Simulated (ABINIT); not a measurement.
ABINIT run on MnN (F-43m, 2 atoms in the cell): self-consistent single point.

Method: LDA (PW92), PAW (JTH v2.0 LDA PAW) (plane waves; ABINIT).

```xyz
2
Lattice="0.0000 2.1155 2.1155 2.1155 0.0000 2.1155 2.1155 2.1155 0.0000" Properties=species:S:1:pos:R:3 pbc="T T T"
Mn     0.0000     0.0000     0.0000
N      1.0577     1.0577     1.0577
```

Reference input (self-consistent single point, DFT, PBEsol, plane waves, PAW (JTH v2.0 PBE PAW, files made for PBE)): pseudos = [Mn.GGA_PBE-JTH.xml, N.GGA_PBE-JTH.xml]; ecut = 816 eV; pawecutdg = 1633 eV; pawxcdev = 0; ixc = -116133; occopt = 3; tsmear = 0.00367493 Ha; ngkpt = 9 9 9; nshiftk = 1; shiftk = 0 0 0; potentials = JTH v2.0 PBE PAW; nband = 15. This run's input differs from it in these lines:

```diff
@@ -1,4 +1,4 @@
-# MnN, JTH v2.0 PBE PAW
+# MnN, JTH v2.0 LDA PAW
 pp_dirpath "./"
-pseudos "Mn.GGA_PBE-JTH.xml, N.GGA_PBE-JTH.xml"
+pseudos "Mn.LDA_PW-JTH.xml, N.LDA_PW-JTH.xml"
 acell 3*1.0
@@ -18,3 +18,2 @@
 pawxcdev 0
-ixc -116133
 occopt 3
```

Its files differ too (potentials: JTH v2.0 PBE PAW → JTH v2.0 LDA PAW).

The program printed (abridged):

```
--- !BeginCycle
solver: {iscf: 17, nstep: 100, nline: 4, wfoptalg: 10, }
tolerances: {toldfe: 1.00E-09, }
...

     iter   Etot(hartree)      deltaE(h)  residm     nres2
 ETOT  1  -113.43523243567    -1.134E+02 7.785E+00 7.645E+01
 ETOT  2  -115.14085045788    -1.706E+00 2.737E-02 1.910E+02
 ETOT  3  -115.01470639789     1.261E-01 7.539E-02 1.588E+01
 ETOT  4  -115.00852915980     6.177E-03 8.693E-03 5.539E+00
 ETOT  5  -115.00438664450     4.143E-03 1.684E-03 4.382E-01
   [... 5 lines left out ...]
 ETOT 11  -115.00400135707     1.647E-08 4.048E-07 5.464E-05
 ETOT 12  -115.00400131128     4.579E-08 4.652E-08 1.553E-06
 ETOT 13  -115.00400131095     3.337E-10 3.626E-08 2.751E-08
 ETOT 14  -115.00400131093     1.121E-11 3.772E-09 8.671E-09
 At SCF step   14, etot is converged :
  for the second time, diff in etot=  1.121E-11 < toldfe=  1.000E-09

 Cartesian components of stress tensor (hartree/bohr^3)
  sigma(1 1)=  3.74128808E-04  sigma(3 2)=  0.00000000E+00
  sigma(2 2)=  3.74128808E-04  sigma(3 1)=  0.00000000E+00
  sigma(3 3)=  3.74128808E-04  sigma(2 1)=  0.00000000E+00

 ----iterations are completed or convergence reached----

 reduced coordinates (array xred) for    2 atoms
       0.000000000000      0.000000000000      0.000000000000
       0.250000000000      0.250000000000      0.250000000000
 cartesian forces (eV/Angstrom) at end:
    1     -0.00000000000000     0.00000000000000    -0.00000000000000
    2      0.00000000000000    -0.00000000000000     0.00000000000000
 frms,max,avg= 1.8603113E-29 1.8603113E-29   0.000E+00  0.000E+00  0.000E+00 e/A
   [... lines left out ...]
 Fermi (or HOMO) energy (hartree) =   0.32384   Average Vxc (hartree)=  -0.46528
   [... lines left out ...]
'-kT*entropy'       : -1.92480033899435E-03
total_energy        : -1.15003987268574E+02
total_energy_eV     : -3.12941764299573E+03
...

-Cartesian components of stress tensor (GPa)         [Pressure= -1.1007E+01 GPa]
- sigma(1 1)=  1.10072477E+01  sigma(3 2)=  0.00000000E+00
- sigma(2 2)=  1.10072477E+01  sigma(3 1)=  0.00000000E+00
- sigma(3 3)=  1.10072477E+01  sigma(2 1)=  0.00000000E+00

 Calculation completed.
```

The run converged in 14 iterations. Against the reference run the pressure goes from -3.64 to -11.01 GPa.

The starting cell comes from a database of computed structures (which also holds hypothetical and non-ambient phases and stackings), without a prior relaxation at this level. Spin polarisation is off, so a magnetic state, if there is one, cannot be reached. With a pressure of about -11 GPa the cell is away from its equilibrium volume at this level.

Cost on one core of a shared machine: roughly 50 s.
